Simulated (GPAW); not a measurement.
GPAW run on YAlSi (Cmcm, 6 atoms in the cell): self-consistent single point.

Method of the run: LDA (Perdew-Wang 92), GPAW PAW datasets LDA (gpaw-data 1.0.1) (plane waves; GPAW).

```yaml
crystal:
  lattice:
    - [1.99012, -5.16931, 0.00000]
    - [1.99012, 5.16931, 0.00000]
    - [0.00000, 0.00000, 5.70503]
  atoms:
    - { symbol: Y, position: [0.30520, 0.69480, 0.25000] }
    - { symbol: Y, position: [0.69480, 0.30520, 0.75000] }
    - { symbol: Al, position: [0.00000, 0.00000, 0.50000] }
    - { symbol: Al, position: [0.00000, 0.00000, 0.00000] }
    - { symbol: Si, position: [0.40169, 0.59831, 0.75000] }
    - { symbol: Si, position: [0.59831, 0.40169, 0.25000] }
```

Reference input (self-consistent single point, DFT PBEsol, plane waves, GPAW PAW datasets PBEsol (made by gpaw-setup)): mode = pw; ecut = 550 eV; xc = PBEsol; kpts = 6 6 4; mesh shift (steps) = 0 0 0; occupations.name = fermi-dirac; occupations.width = 0.1 eV; nbands = -14; symmetry.symmorphic = false; symmetry.tolerance = 0.0005; maxiter = 120. This run's input differs from it in these lines:

```diff
@@ -17,3 +17,3 @@
 calc = GPAW(mode=PW(550),
-            xc='PBEsol',
+            xc='LDA',
             kpts={'size': (6, 6, 4), 'gamma': True},
```

Its files differ too (potentials: GPAW PAW datasets LDA (gpaw-data 1.0.1)).

The program printed (abridged):

```
     iter     time        total  log10-change:
                         energy   eigst   dens
iter:   1 --:--:--   -35.225320
iter:   2 --:--:--   -35.156963   -1.65  -1.16
iter:   3 --:--:--   -34.887493   -1.54  -1.19
iter:   4 --:--:--   -34.879865   -2.75  -1.47
iter:   5 --:--:--   -34.889605c  -2.55  -1.56
iter:   6 --:--:--   -34.898831   -2.70  -1.92
iter:   7 --:--:--   -34.876871   -3.28  -2.13
iter:   8 --:--:--   -34.876804   -4.66  -2.66
iter:   9 --:--:--   -34.875775c  -4.50  -2.67
iter:  10 --:--:--   -34.874728c  -4.52  -2.72
iter:  11 --:--:--   -34.874693c  -5.69  -2.89
iter:  12 --:--:--   -34.874467c  -5.19  -2.90
iter:  13 --:--:--   -34.874314c  -5.15  -3.04
   [... 3 lines left out ...]
iter:  17 --:--:--   -34.874248c  -6.29  -3.23
iter:  18 --:--:--   -34.874228c  -6.18  -3.54
iter:  19 --:--:--   -34.874224c  -6.64  -3.81
iter:  20 --:--:--   -34.874217c  -6.98  -3.91
iter:  21 --:--:--   -34.874217c  -7.86c -4.12c
Converged after 21 iterations.

Dipole moment: (-0.000000, 0.000000, -0.000012) |e|*Ang

Energy contributions relative to reference atoms: (reference = -212850.041827)

Kinetic:        +23.218279
Potential:      -16.117753
External:        +0.000000
XC:             -41.555162
Entropy (-ST):   -0.058141
Local:           -0.390511
SIC:             +0.000000
--------------------------
Free energy:    -34.903288
Extrapolated:   -34.874217

Showing only first 2 kpts
 Kpt  Band  Eigenvalues  Occupancy
  0    16      6.35883    1.99999
  0    17      6.92817    1.99818
  0    18      8.46799    0.00045
  0    19      8.75094    0.00003

  1    16      6.34560    1.99999
  1    17      7.00478    1.99608
  1    18      8.29956    0.00242
  1    19      9.08428    0.00000

Fermi level: 7.62805

No gap
   [... lines left out ...]
  0 Y     0.00000    0.00875    0.00000
  1 Y     0.00000   -0.00875    0.00000
  2 Al    0.00000    0.00000    0.00000
  3 Al    0.00000    0.00000    0.00000
  4 Si    0.00000    0.13641    0.00000
  5 Si    0.00000   -0.13641    0.00000

Stress tensor:
     0.019803     0.000000     0.000000
     0.000000     0.030615     0.000000
     0.000000     0.000000     0.025882
Stress (GPa, Voigt): [3.1727 4.9051 4.1468 0.     0.     0.    ]
```

The run converged in 21 iterations. GPAW prints stress with tension positive. Against the reference run the pressure goes from -1.92 to -4.07 GPa and the largest force goes from 0.116 to 0.136 eV/Å.

The starting cell comes from a database of computed structures (which also holds hypothetical and non-ambient phases and stackings), without a prior relaxation at this level. With a pressure of about -4 GPa the cell is away from its equilibrium volume at this level.

Cost on one core of a shared machine: roughly 2 min.
